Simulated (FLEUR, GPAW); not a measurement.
A GPAW input for a self-consistent single point of TlCl (Pm-3m, 2 atoms in the cell) (DFT PBE, plane waves, GPAW PAW datasets PBE (gpaw-data 1.0.1)):

```python
from ase import Atoms
from ase.units import GPa
from gpaw import GPAW, PW, FermiDirac

atoms = Atoms(['Tl', 'Cl'],
              cell=[[3.840000, 0.000000, 0.000000],
                    [0.000000, 3.840000, 0.000000],
                    [0.000000, 0.000000, 3.840000]],
              scaled_positions=[[0.000000, 0.000000, 0.000000],
                                [0.500000, 0.500000, 0.500000]],
              pbc=True)

calc = GPAW(mode=PW(550),
            xc='PBE',
            kpts=(7, 7, 7),
            occupations=FermiDirac(0.02),
            nbands=-4,
            convergence={'bands': -2},
            symmetry={'symmorphic': False, 'tolerance': 0.0005},
            maxiter=150)

atoms.calc = calc

energy = atoms.get_potential_energy()
print('Energy (eV):', round(energy, 6))
forces = atoms.get_forces()
print('Forces (eV/Ang):')
print(forces.round(5))
stress = atoms.get_stress()
print('Stress (GPa, Voigt):', (stress / GPa).round(4))
```

Question: Translate this input to FLEUR.

Answer: One input that does it (others would too):

Input of the input generator:

```
scf TlCl
&input film=f /
7.2565483186 0.0000000000 0.0000000000
0.0000000000 7.2565483186 0.0000000000
0.0000000000 0.0000000000 7.2565483186
1.0
1.0 1.0 1.0

2
81 0.0000000000 0.0000000000 0.0000000000
17 0.5000000000 0.5000000000 0.5000000000

&comp jspins=1 /
&kpt div1=7 div2=7 div3=7 /
&end /
```

```xml
<?xml version="1.0" encoding="UTF-8" standalone="no"?>
<fleurInput fleurInputVersion="0.39">
   <comment>
      scf TlCl                                                                                            
   </comment>
   <calculationSetup>
      <cutoffs Kmax="3.8" Gmax="15.2" GmaxXC="15.2" numbands="0"/>
      <scfLoop itmax="100" minDistance="0.00001" maxIterBroyd="25" imix="Anderson" alpha="0.05" precondParam="0.0" spinf="2.0"/>
      <coreElectrons ctail="T" frcor="F" kcrel="0" coretail_lmax="0"/>
      <xcFunctional name="pbe" relativisticCorrections="F"/>
      <magnetism jspins="1"/>
      <soc l_soc="F" theta="0.0" phi="0.0" spav="F"/>
      <expertModes spex="0" secvar="F"/>
      <geometryOptimization l_f="T" forcealpha="1.0" forcemix="BFGS" epsdisp="0.00001" epsforce="0.00001"/>
      <ldaU l_linMix="F" mixParam="0.05" spinf="1.0"/>
   </calculationSetup>
   <cell>
      <bzIntegration valenceElectrons="20.0" mode="hist" fermiSmearingEnergy="0.00073499">
         <kPointListSelection listName="default-1"/>
         <!-- k-points included here -->
         <xi:include xmlns:xi="http://www.w3.org/2001/XInclude" href="kpts.xml"> </xi:include>
      </bzIntegration>
      <!-- symmetry operations included here -->
      <xi:include xmlns:xi="http://www.w3.org/2001/XInclude" href="sym.xml"> </xi:include>
      <bulkLattice scale="1.0">
         <bravaisMatrix>
            <row-1>    7.2565483186000002     0.0000000000000000     0.0000000000000000</row-1>
            <row-2>    0.0000000000000000     7.2565483186000002     0.0000000000000000</row-2>
            <row-3>    0.0000000000000000     0.0000000000000000     7.2565483186000002</row-3>
         </bravaisMatrix>
      </bulkLattice>
   </cell>
   <atomSpecies>
      <species name="Thallium (Tl)" element="Tl" atomicNumber="81">
         <mtSphere radius="2.63" gridPoints="925" logIncrement="0.015"/>
         <atomicCutoffs lmax="10" lnonsphr="8"/>
         <electronConfig flipSpins="F">
            <coreConfig>(1s1/2) (2s1/2) (2p1/2) (2p3/2) (3s1/2) (3p1/2) (3p3/2) (4s1/2) (3d3/2) (3d5/2) (4p1/2) (4p3/2) (5s1/2) (4d3/2) (4d5/2) (4f5/2) (4f7/2) (5p1/2) (5p3/2)</coreConfig>
            <valenceConfig>(6s1/2) (5d3/2) (5d5/2) (6p1/2) (6p3/2)</valenceConfig>
            <stateOccupation state="(6p1/2)" spinUp="0.1666666666667" spinDown="0.1666666666667"/>
            <stateOccupation state="(6p3/2)" spinUp="0.3333333333333" spinDown="0.3333333333333"/>
         </electronConfig>
         <energyParameters s="6" p="6" d="6" f="5"/>
         <lo type="SCLO" l="2" n="5" eDeriv="0"/>
      </species>
      <species name="Chlorine (Cl)" element="Cl" atomicNumber="17">
         <mtSphere radius="2.63" gridPoints="925" logIncrement="0.013"/>
         <atomicCutoffs lmax="10" lnonsphr="8"/>
         <electronConfig flipSpins="F">
            <coreConfig>(1s1/2) (2s1/2) (2p1/2) (2p3/2)</coreConfig>
            <valenceConfig>(3s1/2) (3p1/2) (3p3/2)</valenceConfig>
            <stateOccupation state="(3p1/2)" spinUp="0.8333333333333" spinDown="0.8333333333333"/>
            <stateOccupation state="(3p3/2)" spinUp="1.6666666666667" spinDown="1.6666666666667"/>
         </electronConfig>
         <energyParameters s="3" p="3" d="3" f="4"/>
      </species>
   </atomSpecies>
   <atomGroups>
      <atomGroup species="Thallium (Tl)">
         <relPos label="                   1">.0000000000 .0000000000 .0000000000</relPos>
         <force calculate="T" relaxXYZ="TTT"/>
      </atomGroup>
      <atomGroup species="Chlorine (Cl)">
         <relPos label="                   2">1.000/2.000 1.000/2.000 1.000/2.000</relPos>
         <force calculate="T" relaxXYZ="TTT"/>
      </atomGroup>
   </atomGroups>
   <output dos="F" band="F" slice="F">
      <checks vchk="F" cdinf="F"/>
      <bandDOS minEnergy="-.5*Htr" maxEnergy="0.5*Htr" sigma="0.015" storeEVData="T"/>
      <vacuumDOS vacdos="F" integ="F" star="F" nstars="0" locx1="0.0" locy1="0.0" locx2="0.0" locy2="0.0" nstm="0" tworkf="0.0"/>
      <unfoldingBand unfoldBand="F" supercellX="1" supercellY="1" supercellZ="1"/>
      <plotting iplot="0" polar="F">
         <plot TwoD="T" vec1="  1.0  0.0  0.0" vec2="  0.0  1.0  0.0" vec3="  0.0  0.0  1.0" zero="  0.0  0.0  0.0" file="plot"/>
      </plotting>
      <chargeDensitySlicing numkpt="0" minEigenval="0.0" maxEigenval="0.0" nnne="0" pallst="F"/>
      <specialOutput eonly="F"/>
      <magneticCircularDichroism mcd="F" energyLo="-10.0" energyUp="0.0"/>
   </output>
  <!-- We include the file relax.xml here to enable relaxations (see documentation) -->
  <xi:include xmlns:xi="http://www.w3.org/2001/XInclude" href="relax.xml"> <xi:fallback/> </xi:include>
</fleurInput>
```

Basis settings and potentials, where a program has them, do not carry over. This input uses DFT, PBE, all-electron FLAPW (FLEUR), scalar-relativistic valence. Both were run: gap on the mesh 2.500 eV in GPAW and 2.610 in FLEUR.

On FLEUR: the starting cell has typed, rounded lattice constants, without a prior relaxation at this level. Spin-orbit coupling is off. Values depend on the basis (sphere radii, cutoffs, local orbitals), which need not be converged.

On GPAW: the starting cell has typed, rounded lattice constants, without a prior relaxation at this level. Spin-orbit coupling is off. Another mesh or the band path of this cell gives a smaller gap, so this value is not converged in the mesh.
